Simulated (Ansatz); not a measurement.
# What isotropic strain −1.00 % does to Pd

Start from Pd in the fcc (Cu type) structure (space group Fm-3m, No. 225; a = 3.910 Å; relaxed with 0.1 eV smearing).

Modification: every lattice vector is shortened by 1.00 %; the atoms relax in the strained cell.

Computed with DFT with r2SCAN, PAW potentials and a 500 eV plane-wave cutoff in Ansatz (a program for electronic structure), spin-orbit coupling left out. Settings: 29×29×29 k-points, 0.1 eV Fermi–Dirac smearing.

- Volume per atom: 14.50 Å³ (base 14.95 Å³)
- Space group: Fm-3m (No. 225) (base Fm-3m (No. 225))
- Energy relative to the base (free energy F): +8.1 meV/atom
- Pressure: 6.0 GPa (base 0.0 GPa)
- Band gap: zero (base zero)

Final structure:

```
Pd
1.0
    0.00000     1.93565     1.93565
    1.93565     0.00000     1.93565
    1.93565     1.93565     0.00000
Pd
1
Direct
  0.00000   0.00000   0.00000
```

Cost of the whole job for the changed cell (relaxation, final SCF and bands): very roughly 30 core-seconds.

No phonon test of stability was made. The final runs are not spin-polarised. Pd has a high density of states at the Fermi level and may be magnetic at this level.
